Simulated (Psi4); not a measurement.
Psi4 1.11, unrestricted PBE0/def2-svp: Cc1ccc[c]n1, charge 0, multiplicity 2, 13 atoms. The geometry is a generated start, not checked to be a minimum at this level.

```json
{
 "task": "energy",
 "method": "pbe0",
 "basis": "def2-svp",
 "memory": "3 GB",
 "maxiter": "100",
 "keys_of_the_molecule_block": "symmetry c1",
 "scf_type": "df (default)",
 "e_convergence": "1e-06 (default)",
 "d_convergence": "1e-06 (default)",
 "dft_radial_points": "75 (default)",
 "dft_spherical_points": "302 (default)",
 "basis_functions": "128",
 "grid_points": "274314"
}
```

```xyz
13

C     -2.1094    -0.1130    -0.2427
C     -0.6177    -0.1673    -0.2067
C      0.1562     0.6523     0.6077
C      1.5395     0.5321     0.5915
C      2.1525    -0.4024    -0.2345
C      1.2819    -1.1582    -0.9922
N      0.0075    -1.0518    -0.9821
H     -2.5211    -0.6986     0.5805
H     -2.4617     0.9114    -0.1431
H     -2.4727    -0.5355    -1.1753
H     -0.3230     1.3784     1.2476
H      2.1440     1.1698     1.2229
H      3.2241    -0.5173    -0.2735
```

Charge 0 and multiplicity 2 are set for this test and not shown to be the ground state.

With the defaults (diis = true, scf_initial_accelerator = adiis, damping_percentage = 0, guess = auto, which took SAD, diis_max_vecs = 10) it converges in 12 SCF iterations. One run each on 2 threads, with these changes:
- guess = huckel
- scf_initial_accelerator = none
- diis_max_vecs = 3
- guess = gwh
- diis = false, scf_initial_accelerator = none, damping_percentage = 60
- damping_percentage = 60
- guess = sap
- damping_percentage = 20
- guess = core

Question: Name the settings that don't reach the solution of the defaults.

Answer: No convergence: diis = false, scf_initial_accelerator = none, damping_percentage = 60 (the run ends without SCF convergence in 100 iterations). The rest reach the solution of the defaults.

| setting | SCF iterations | end |
|---|---|---|
| the defaults | 12 | same solution |
| scf_initial_accelerator = none | 12 | same solution |
| guess = huckel | 13 | same solution |
| guess = sap | 15 | same solution |
| guess = gwh | 17 | same solution |
| guess = core | 18 | same solution |
| diis_max_vecs = 3 | 18 | same solution |
| damping_percentage = 20 | 21 | same solution |
| damping_percentage = 60 | 42 | same solution |
| diis = false, scf_initial_accelerator = none, damping_percentage = 60 | 100 | no convergence |
